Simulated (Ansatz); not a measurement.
**Response to strain in Ag**

The reference is Ag in the fcc (Cu type) structure (space group Fm-3m, No. 225; a = 4.1043 Å; relaxed with 0.1 eV smearing). Axes: x, y, z lie along the cube axes.

Strains are applied to the cell and any free atomic positions relax; under biaxial strain the out-of-plane vector relaxes too.

Calculations: Ansatz (a first-principles code) r2SCAN, no SOC.

```json
[
 {"biaxial strain, plane normal [001], relaxed out of plane (%)": "-3", "out-of-plane strain (%)": "4.34"},
 {"biaxial strain, plane normal [001], relaxed out of plane (%)": "-2.5", "out-of-plane strain (%)": "3.63"},
 {"biaxial strain, plane normal [001], relaxed out of plane (%)": "-2", "out-of-plane strain (%)": "2.91"},
 {"biaxial strain, plane normal [001], relaxed out of plane (%)": "-1.5", "out-of-plane strain (%)": "?"},
 {"biaxial strain, plane normal [001], relaxed out of plane (%)": "-1", "out-of-plane strain (%)": "1.46"},
 {"biaxial strain, plane normal [001], relaxed out of plane (%)": "-0.5", "out-of-plane strain (%)": "0.74"},
 {"biaxial strain, plane normal [001], relaxed out of plane (%)": "0", "out-of-plane strain (%)": "0.00"}
]
```

Fit ε⊥ = −νε + γε² (strains in %) to the rows shown and predict the withheld row.

Least squares on the printed values gives ν = 1.47 (the biaxial Poisson response) and γ = -0.009 (largest residual 0.01 %); this predicts 2.19 %, and the run gives 2.19 %, in agreement.

No phonon test of stability was made.
